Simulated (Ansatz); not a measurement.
Take Ir in the fcc (Cu type) structure (space group Fm-3m, No. 225; a = 3.8444 Å) as the base. Axes: x, y, z lie along the cube axes.

All numbers come from plane-wave PAW DFT at the r2SCAN level (Ansatz, a quantum-chemistry and plane-wave program, 500 eV), without spin-orbit coupling.

Strains are applied to the cell and any free atomic positions relax; under biaxial strain the out-of-plane vector relaxes too; under stress the whole cell relaxes.

One change was made to it. Results:

The energy rises by 5.8 meV/atom; the shortest interatomic distance falls by 1.18 pm, from 271.8 pm to 270.7 pm.

Task: Name the change that was made.
A) uniaxial stress, 8 GPa tension along x
B) tensor shear ε_xz = +0.75 %
C) biaxial strain +0.65 %, plane normal [111], relaxed out of plane
D) biaxial strain +4.79 %, plane normal [001], relaxed out of plane
E) uniaxial strain ε_xx = −1.88 %

Result: A, uniaxial stress, 8 GPa tension along x. For comparison, the energy relative to the base in the other runs: tensor shear ε_xz = +0.75 % gives +2.7 meV/atom; biaxial strain +0.65 %, plane normal [111], relaxed out of plane gives +3.0 meV/atom; biaxial strain +4.79 %, plane normal [001], relaxed out of plane gives +120 meV/atom; uniaxial strain ε_xx = −1.88 % gives +10 meV/atom.

Without a gap, meshes like the base's 21×21×21 leave anisotropic stresses uncertain by several tenths of a GPa, and small strain energies with them. Beyond what the load breaks, stability against distortions was not tested. All final runs are without spin polarisation.
